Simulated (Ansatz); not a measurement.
Base system: Au in the fcc (Cu type) structure (space group Fm-3m, No. 225; a = 4.083 Å; relaxed with 0.1 eV smearing). Axes: x, y, z lie along the cube axes.

Level of theory: Ansatz (an electronic-structure program) PBEsol, spin-orbit coupling left out, earlier PAW set.

A first run, uniaxial strain ε_yy = −2.44 %, gives secant values C11 ≈ 210 GPa and C12 ≈ 180 GPa from its stress. A second run applies biaxial strain −1.80 %, plane normal [001], relaxed out of plane.

Problem. What does linear elasticity predict for −ε⊥/ε∥ in the second run, and what does the run give?

Solution. Linear elasticity: 2 C12/C11 = 1.71. The run gives 1.69; any difference comes from nonlinear terms at these strains and numerical noise.

Whether these cells are dynamically stable was not tested.
